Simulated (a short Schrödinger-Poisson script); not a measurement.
System: gated In0.52Al0.48As/In0.53Ga0.47As δ-doped gas in a quantum well, at 77 K.

```csv
layer,material,thickness (nm),Na (cm⁻³)
1,In0.52Al0.48As,15,-
2,In0.52Al0.48As,5,-
3,In0.53Ga0.47As,20,-
4,In0.52Al0.48As,4000,2e15
```

Constants are typed, rounded textbook-type inputs, not results; the design itself was drawn at random and stands for no fabricated device. In0.52Al0.48As: permittivity 12.5, conduction-band edge (eV) 0.52, gap (eV) 1.45, electron mass (mₑ) 0.075, Nv at 300 K (cm⁻³) 1.1e19. In0.53Ga0.47As: permittivity 13.9, conduction-band edge (eV) 0, gap (eV) 0.74, Nv at 300 K (cm⁻³) 7.7e18.

Channel valleys (confinement mass, in-plane density-of-states mass, number): Γ 0.041, 0.041, 1. At the gate the conduction-band edge of layer 1 lies 0.85 eV − eVg above the Fermi level of the channel; the field vanishes at the back. Sheet of ionised δ-doping: +5.8e12 e/cm² at 15 nm from the gate. The barrier under the gate holds no holes. Gaps are held at their typed values at every temperature. Mesh 0.08 nm at interfaces.

Solved with a short Schrödinger-Poisson script written for these runs: 1D Poisson equation in equilibrium, electrons quantum, Hartree (BenDaniel-Duke, 40 states a valley, the channel's in-plane mass for all, wave functions free to enter the barrier), parabolic valleys, classical holes, full ionisation, no traps, pinning or gate leakage.

List the lowest subbands of each valley and their electrons at Vg = 0.4 V.


```tsv
valley	subband	energy from the Fermi level (meV)	electrons (cm⁻²)	share (%)
Γ	0	-146.1	2.50e12	75.1
Γ	1	-48.2	8.25e11	24.8
Γ	2	23.9	3.07e9	0.1
```

All electrons: 3.33e12 cm⁻². Above a few 1e12 electrons/cm² a light Γ valley is non-parabolic and upper valleys begin to fill, which the model leaves out.
